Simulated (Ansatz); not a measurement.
## How the volume per atom of GeSe (model structure, started from the WC type, P-6m2, No. 187, 2 atoms in the cell) moves with the method

No measured value is used here.

Problem. Put these levels in order of the volume per atom that they give for GeSe (model structure, started from the WC type, P-6m2, No. 187, 2 atoms in the cell), smallest first: PBE (Ansatz, a program for electronic structure), PBE-D3(BJ) (Ansatz), PBEsol (Ansatz).

Solution. PBEsol (21.50 Å³/atom), PBE-D3(BJ) (21.86 Å³/atom), PBE (23.00 Å³/atom)

PBE-D3(BJ): a distance lies near a switch of the dispersion term, which can move the cell. Ansatz's density-functional and Hartree–Fock values are scalar-relativistic unless marked +SOC, with PAW data made under PBE.

A model structure was made by putting elements into a prototype or built by hand; it is no filed structure, need not be a known phase, and can be a saddle point held by its symmetry.
